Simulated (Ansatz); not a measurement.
# The (10-10) surface of hcp Lu in its 1x1 cell, outermost plane spacing 1.01 Å in the ideal cut

The numbers are results of PBE (plane waves to 420 eV, PAW; Ansatz, a quantum-chemistry and plane-wave program), not measurements.

Slab: 8 atoms, 10.1 Å thick at the start (thin: gaps and levels are the slab's own); k 11x7x1, smearing 0.1 eV, dipole-corrected; all atoms relaxed; symmetry of the start imposed; no spin, no spin-orbit, no U.

```yaml
surface energy (mean of both faces): 1.08 J/m²
surface_energy_before_relaxation: 1.11 J/m²
work_function_of_the_top_face: 3.42 eV
energy_released_by_relaxation: 0.078 eV
cost: around 12 core-minutes (rough)
```
